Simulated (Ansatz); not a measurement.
Ansatz (an electronic-structure program) run on Rh (Fm-3m, 1 atom in the cell): self-consistent single point.

Method: PBE (plane waves, PAW; Ansatz).

```yaml
crystal:
  lattice:
    - [0.00000, 1.90950, 1.90950]
    - [1.90950, 0.00000, 1.90950]
    - [1.90950, 1.90950, 0.00000]
  atoms:
    - { symbol: Rh, position: [0.00000, 0.00000, 0.00000] }
```

Reference input (self-consistent single point, DFT, PBE, plane waves, default PAW files): basis.ecutwfc = 420 eV; kpoints.mp_grid.grid = 15 15 15; hamiltonian.xc = pbe; hamiltonian.pseudopotentials = {kind: paw} (the program's default PAW files); scf.occupations.method = fermi_dirac; scf.occupations.width = 0.1 eV. This run's input differs from it in these lines:

Ansatz 0.2 input:
```diff
@@ -11,3 +11,3 @@
   mp_grid:
-    grid: [15, 15, 15]
+    grid: [11, 11, 11]
 hamiltonian:
@@ -19,3 +19,3 @@
     method: fermi_dirac
-    width: 0.1
+    width: 0.02
 output:
```

Output, abridged:

```
SCF iter   1: F=—  HF=-6402.878949 eV  |F-HF|=—  |Δ(HF+E_count)|=         —  Δρ=3.82e-3  dr2=1.31e-3  ethr=1.77e-3  ⟨swp⟩=5.6  Hψ=4069  notcnv=0
all-band conjugate gradients solve this SCF's bands
preconditioner: auto → none
SCF iter   2: F=—  HF=-6402.878920 eV  |F-HF|=—  |Δ(HF+E_count)|=   2.92e-5  Δρ=1.82e-3  dr2=1.61e-4  ethr=7.73e-6  ⟨swp⟩=2.2  Hψ=1700  notcnv=0  defer=10
SCF iter   3: F=—  HF=-6402.878904 eV  |F-HF|=—  |Δ(HF+E_count)|=   1.62e-5  Δρ=9.19e-4  dr2=2.04e-5  ethr=9.45e-7  ⟨swp⟩=2.7  Hψ=1153  notcnv=0  defer=10
SCF iter   4: F=—  HF=-6402.878923 eV  |F-HF|=—  |Δ(HF+E_count)|=   1.93e-5  Δρ=1.26e-4  dr2=4.85e-7  ethr=1.20e-7  ⟨swp⟩=2.2  Hψ=1056  notcnv=0  defer=10
iter 5 did not close the SCF: its close was put off for the readings that it lacked (scf_convergence_deferred on its scf_iter line)
SCF iter   5: F=-6402.878923 eV  HF=-6402.878923 eV  |F-HF|=2.65e-9  |Δ(HF+E_count)|=   5.76e-7  Δρ=1.29e-5  dr2=7.42e-9  ethr=2.85e-9  ⟨swp⟩=2.1  Hψ=1124  notcnv=0  defer=10
SCF iter   6: F=-6402.878923 eV  HF=-6402.878923 eV  |F-HF|=8.19e-12  |Δ(HF+E_count)|=   1.16e-9  Δρ=7.91e-7  dr2=1.99e-11  ethr=4.37e-11  ⟨swp⟩=1.6  Hψ=2315  notcnv=0
SCF 1 converged in 6 iterations: F = -6402.878923 eV  dr2 = 1.99e-11
Free energy (F): -6402.878923 eV
Internal energy: -6402.875254 eV  (E = F + TS)
E sigma→0 (E₀):  -6402.877089 eV
Entropy (-TS):   -0.003670 eV (-3.670 meV/atom)
Fermi energy:    22.022513 eV
--- Forces (eV/Å), atoms counted from 1 ---
  atom   1  Rh    -0.00000000     0.00000000     0.00000000
--- Stress (GPa, compression-positive) ---
        2.602053      -0.000000      -0.000000
       -0.000000       2.602053       0.000000
       -0.000000      -0.000000       2.602053
  P = ⅓ Tr σ = 2.6021 GPa (26.021 kbar)
  The stress holds the Pulay correction. Without it, at fixed plane waves, as pw.x and ABINIT print it: P = 2.4900 GPa
```

The run converged in 6 iterations. Against the reference run the free energy goes up by 31.6 meV/atom and the pressure moves little (2.62 to 2.60 GPa).

The starting cell has typed, rounded lattice constants, without a prior relaxation at this level. Its lattice was rescaled by up to half a per cent. Spin polarisation is off. Ansatz's pressure includes its estimate of the finite-basis (Pulay) stress.
